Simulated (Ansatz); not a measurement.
## TiC: response to strain

The reference is TiC in the rock salt structure (space group Fm-3m, No. 225; a = 4.261 Å; relaxed with 0.1 eV smearing). Axes: x, y, z lie along the cube axes.

Strains are applied to the cell and any free atomic positions relax; under biaxial strain the out-of-plane vector relaxes too.

Level of theory: Kohn–Sham DFT with the LDA functional, run in Ansatz (a program for electronic structure) with PAW and 420 eV plane waves, scalar-relativistic without spin-orbit coupling.

```tsv
biaxial strain, plane normal [111], relaxed out of plane (%)	out-of-plane strain (%)
0	0.00
0.42	-0.26
0.83	-0.52
1.25	?
1.67	-1.05
2.08	-1.30
2.5	-1.57
```

Problem. Fit ε⊥ = −νε + γε² (strains in %) to the rows shown and predict the withheld row.

Solution. Least squares on the printed values gives ν = 0.62 (the biaxial Poisson response) and γ = -0.001 (largest residual 0.00 %); this predicts -0.78 %, and the run gives -0.78 %, in agreement.

No phonon test of stability was made. All final runs are without spin polarisation.
